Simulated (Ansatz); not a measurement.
The structure below was relaxed with r2SCAN/PAW in Ansatz (a quantum-chemistry and plane-wave program), no spin-orbit coupling, earlier PAW set.

Space group P6/mmm (No. 191); a = b = 5.3078 Å, c = 3.3257 Å, α = β = 90.00°, γ = 120.00°

```csv
atom,site,symmetry,x,y,z
Ti,2c,-6m2,0.3333,0.6667,0.0000
Hf,1a,6/mmm,0.0000,0.0000,0.0000
B,6k,m2m,0.3371,0.3371,0.5000
```

Q: Write out a cell with all atoms.

A: 
```cif
data_B6HfTi2
_chemical_formula_sum 'Ti2 Hf1 B6'
_space_group_name_H-M_alt 'P 1'
_space_group_IT_number 1
_cell_length_a 5.30775
_cell_length_b 5.30775
_cell_length_c 3.32572
_cell_angle_alpha 90.000
_cell_angle_beta 90.000
_cell_angle_gamma 120.000
loop_
_space_group_symop_operation_xyz
  'x, y, z'
loop_
_atom_site_label
_atom_site_type_symbol
_atom_site_fract_x
_atom_site_fract_y
_atom_site_fract_z
_atom_site_occupancy
Ti1 Ti 0.66667 0.33333 0.00000 1
Ti2 Ti 0.33333 0.66667 0.00000 1
Hf1 Hf 0.00000 0.00000 0.00000 1
B1 B 0.66289 0.66289 0.50000 1
B2 B 0.33711 0.00000 0.50000 1
B3 B 0.00000 0.33711 0.50000 1
B4 B 0.00000 0.66289 0.50000 1
B5 B 0.66289 0.00000 0.50000 1
B6 B 0.33711 0.33711 0.50000 1
```
This is the conventional cell.

Each cell is one ordered arrangement of few atoms, which overstates ordering effects compared with a random alloy. No phonon test of stability was made. All final runs are without spin polarisation. The cell was made from TiB2 by this change: x(Hf) = 0.333, 9 atoms, P6/mmm.
